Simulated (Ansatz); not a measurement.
**InP: response to strain**

Base system: InP in the zinc blende structure (space group F-43m, No. 216; a = 5.8269 Å). Axes: x, y, z lie along the cube axes.

Strains are applied to the cell and any free atomic positions relax; under biaxial strain the out-of-plane vector relaxes too.

Calculations: LDA (Ansatz, a program for electronic structure; PAW; 420 eV plane waves; no spin-orbit coupling).

| biaxial strain, plane normal [001], relaxed out of plane (%) | band gap (eV) |
|---|---|
| 0 | 0.58 |
| 0.5 | 0.52 |
| 1 | ? |
| 1.5 | 0.41 |
| 2 | 0.35 |
| 2.5 | 0.30 |
| 3 | 0.25 |

Question: Fit E_g = E₀ + Dε (ε in %) to the rows shown and predict the withheld row.

Answer: Least squares on the printed values gives E₀ = 0.58 eV, D = -110 meV per % of strain (largest residual 0.01 eV); this predicts 0.47 eV, and the run gives 0.46 eV, in agreement.

No phonon test of stability was made. A zero or small gap of InP under biaxial strain +2.50 %, plane normal [001], relaxed out of plane and InP under biaxial strain +3.00 %, plane normal [001], relaxed out of plane can be the functional's error rather than a property of the material.
